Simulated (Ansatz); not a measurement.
Consider BN in the zinc blende structure (space group F-43m, No. 216; a = 3.581 Å). Axes: x, y, z lie along the cube axes.

Computed with Kohn–Sham DFT with the LDA functional, run in Ansatz (a quantum-chemistry and plane-wave program) with PAW and 420 eV plane waves, no SOC.

Now apply this change: compressive biaxial strain of 2.08 % in the plane normal to [111], as in epitaxy on a mismatched substrate; the out-of-plane cell vector and the atoms relax.

Problem. What happens to the ratio −ε⊥/ε∥ and energy relative to the base?

Solution. The ratio −ε⊥/ε∥ comes out as 0.17; the energy grows by 18 meV/atom.

No phonon test of stability was made.
